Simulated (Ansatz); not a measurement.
Defect: Cl vacancy in rock-salt NaCl, charge state +1. Method: PBE, PAW (plane waves to 420 eV; Ansatz, a first-principles code).

64-site cell at the relaxed PBE lattice, the Γ point alone, smearing 0.01 eV, spin-restricted, no finite-size correction. Static, classical nuclei. The charge state is imposed; whether it is stable for some Fermi level was not computed. Forms of the defect that were not tried may lie lower.

Barriers: single points on a 2×2×2 k-point mesh shifted by half a step at the bands' geometries.

The step: one Cl atom jumps into the vacancy from a nearby Cl site. Atoms about the jump, Cartesian Å from the middle of the jump, before and after:

```json
[
 {"atom": "Cl1", "x0": "0.00", "y0": "-1.36", "z0": "-1.36", "x1": "0.00", "y1": "1.36", "z1": "1.36"},
 {"atom": "Na2", "x0": "0.00", "y0": "1.43", "z0": "-1.63", "x1": "0.00", "y1": "1.63", "z1": "-1.43"},
 {"atom": "Na3", "x0": "0.00", "y0": "-1.63", "z0": "1.43", "x1": "0.00", "y1": "-1.43", "z1": "1.63"},
 {"atom": "Na4", "x0": "-2.85", "y0": "-1.43", "z0": "-1.43", "x1": "-3.05", "y1": "-1.42", "z1": "-1.43"},
 {"atom": "Na5", "x0": "-3.05", "y0": "1.43", "z0": "1.43", "x1": "-2.85", "y1": "1.43", "z1": "1.43"},
 {"atom": "Na6", "x0": "2.85", "y0": "-1.43", "z0": "-1.43", "x1": "3.05", "y1": "-1.43", "z1": "-1.43"},
 {"atom": "Na7", "x0": "3.05", "y0": "1.43", "z0": "1.43", "x1": "2.85", "y1": "1.43", "z1": "1.43"},
 {"atom": "Cl8", "x0": "-2.78", "y0": "1.43", "z0": "-1.36", "x1": "-2.78", "y1": "1.36", "z1": "-1.43"},
 {"atom": "Cl9", "x0": "-2.78", "y0": "-1.36", "z0": "1.43", "x1": "-2.78", "y1": "-1.43", "z1": "1.36"},
 {"atom": "Cl10", "x0": "2.78", "y0": "1.43", "z0": "-1.36", "x1": "2.78", "y1": "1.36", "z1": "-1.43"},
 {"atom": "Cl11", "x0": "2.78", "y0": "-1.36", "z0": "1.43", "x1": "2.78", "y1": "-1.43", "z1": "1.36"}
]
```

**Question.** Where do these atoms stand at the saddle point, and how high is it?

**Answer.** 
| atom | x | y | z |
|---|---|---|---|
| Cl1 | -0.02 | 0.00 | 0.00 |
| Na2 | 0.00 | 1.78 | -1.78 |
| Na3 | 0.00 | -1.77 | 1.77 |
| Na4 | -2.90 | -1.28 | -1.29 |
| Na5 | -2.90 | 1.29 | 1.29 |
| Na6 | 2.91 | -1.29 | -1.30 |
| Na7 | 2.91 | 1.30 | 1.29 |
| Cl8 | -2.91 | 1.53 | -1.52 |
| Cl9 | -2.91 | -1.52 | 1.52 |
| Cl10 | 2.90 | 1.52 | -1.52 |
| Cl11 | 2.90 | -1.51 | 1.52 |
It lies 0.72 eV above the start and 0.72 eV above the end. The saddle point's order was not checked, and it lies on a symmetry element of the cell, where a band can be held.
